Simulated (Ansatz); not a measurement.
Given:

```
CELL_PARAMETERS angstrom
      2.36460     1.36520     4.23275
     -2.36460     1.36520     4.23275
      0.00000    -2.73040     4.23275
ATOMIC_POSITIONS crystal
  Al 0.64748 0.64748 0.64748
  Al 0.14748 0.14748 0.14748
  Al 0.35252 0.35252 0.35252
  Al 0.85252 0.85252 0.85252
  O  0.75000 0.44440 0.05560
  O  0.05560 0.75000 0.44440
  O  0.25000 0.55560 0.94440
  O  0.55560 0.94440 0.25000
  O  0.94440 0.25000 0.55560
  O  0.44440 0.05560 0.75000
```

No spin polarisation.

Computed with LDA (Ansatz, an electronic-structure program; PAW; 420 eV plane waves; scalar-relativistic without spin-orbit coupling). Γ-centred 9×9×9 mesh, Fermi–Dirac width 0.05 eV.

Problem. Predict the electron mass, gap character and band gap.

Solution. The electron mass is 0.45 mₑ along z, 0.39 mₑ across (at Γ), the gap character comes out as direct at Γ and the band gap is 6.48 eV.

The cells carry an imposed strain or load. Effective masses come from finite differences of ±0.01 Å⁻¹. Whether these cells are dynamically stable was not tested. The cell was made from Al₂O₃ in the corundum structure (space group R-3c, No. 167) by this change: uniaxial strain ε_zz = −1.50 %.
